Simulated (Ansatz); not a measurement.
Levels about the gap of amorphous Hf18O39Y2 (59 atoms in a cell of 773 Å³, 8.63 g/cm³; zone centre alone, so wide bands show as single levels with stretches between that a denser mesh fills), at the geometry that PBE relaxed, where it gives 2.4 GPa on a denser mesh. The participation number counts the atoms over which a state spreads; weights are charges in smoothed Voronoi cells. The levels come from a single point, so bond lengths are those of that geometry. Method of the levels: PBE, scalar-relativistic without spin-orbit coupling (Ansatz, an electronic-structure program). Sampling: the zone centre alone; Fermi-Dirac width 0.02 eV; no spin polarisation. At PBE the levels at the filled edge of the gap are localised (band-tail or defect states).

A CHGNet melt-quench gave the starting glass, which DFT then relaxed. O atoms were pushed apart under 1.9 Å during the dynamics, to hinder bonds among them. The hot cell started wider than the set density and was brought back towards it in steps. It is the lowest in DFT energy of 2 quenches. It is a model cell: composition and starting density were chosen by hand, and all elements were melted together. No dispersion term was used. Its density started from a set value of 8.63 and ended at 8.63 g/cm³. The simulated quench (nominally 380 K/ps over its main leg) is rapid and tends to freeze in more defects than a deposited or slowly cooled glass has. Values belong to this one cell and scatter from quench to quench. The volume was held where the preparation left it and the shape relaxed, at a PBE pressure of 2.4 GPa. Stress components on the final sampling reach 2.5 GPa.

```
E - E(highest filled), eV  filling  participation number        largest on  weight O  weight Hf  weight Y
-------------------------  -------  --------------------  ----------------  --------  ---------  --------
-0.32                       filled                  20.2   O, 3 neighbours      0.94       0.05      0.00
-0.32                       filled                  26.1   O, 3 neighbours      0.95       0.05      0.01
-0.21                       filled                  18.6   O, 3 neighbours      0.95       0.04      0.01
-0.17                       filled                  17.3   O, 3 neighbours      0.95       0.05      0.01
-0.16                       filled                  21.3   O, 4 neighbours      0.95       0.05      0.01
-0.03                       filled                   7.6   O, 3 neighbours      0.96       0.04      0.00
0.00                        filled                  10.8   O, 3 neighbours      0.95       0.05      0.00
4.02                         empty                  26.3  Hf, 6 neighbours      0.47       0.51      0.03
4.02                         empty                  26.8  Hf, 6 neighbours      0.46       0.50      0.04
4.27                         empty                  30.0  Hf, 7 neighbours      0.42       0.56      0.02
4.42                         empty                  30.1   Y, 7 neighbours      0.41       0.47      0.12
4.49                         empty                  32.2  Hf, 7 neighbours      0.42       0.55      0.03
4.60                         empty                  17.6  Hf, 6 neighbours      0.41       0.52      0.06
4.63                         empty                  28.2  Hf, 6 neighbours      0.39       0.50      0.10
```

Most localised among these is the filled level at -0.03 eV, on a O atom, which has 3 neighbours (Hf 2.01 Å, Hf 2.13 Å, Hf 2.19 Å).
